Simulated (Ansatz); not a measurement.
**A computed series for CuAu: response to strain**

Base system: CuAu (space group P4/mmm, No. 123; a = 2.8129 Å, c = 3.5930 Å; relaxed with 0.1 eV smearing).

Strains are applied to the cell and any free atomic positions relax.

Calculations: PBEsol in Ansatz (plane waves to 420 eV, PAW, without spin-orbit coupling).

Notes on the quantities. pressure: mean of the normal stresses, compression positive; energy relative to the base: free energy F.

| case | volume per atom | pressure | energy relative to the base |
|---|---|---|---|
| base | 14.21 Å³ | 0.0 GPa | 0 meV/atom |
| isotropic strain −3.00 % | 12.97 Å³ | 20.0 GPa | +70 meV/atom |
| isotropic strain −2.00 % | 13.38 Å³ | 12.2 GPa | +30 meV/atom |
| isotropic strain −1.50 % | 13.58 Å³ | 8.8 GPa | +16 meV/atom |
| isotropic strain +0.50 % | 14.43 Å³ | -2.5 GPa | +1.7 meV/atom |
| isotropic strain +1.00 % | 14.64 Å³ | -4.7 GPa | ___ |
| isotropic strain +1.50 % | 14.86 Å³ | -6.8 GPa | +14 meV/atom |
| isotropic strain +2.00 % | 15.08 Å³ | ___ | +25 meV/atom |
| isotropic strain +2.50 % | 15.31 Å³ | -10.4 GPa | +38 meV/atom |
| isotropic strain +3.00 % | 15.53 Å³ | -11.9 GPa | +54 meV/atom |

Question: What belongs in the blanks?

Answer: 
- isotropic strain +1.00 %, energy relative to the base: +6.5 meV/atom
- isotropic strain +2.00 %, pressure: -8.7 GPa

No phonon test of stability was made. All final runs are without spin polarisation.

Ansatz is a first-principles code.
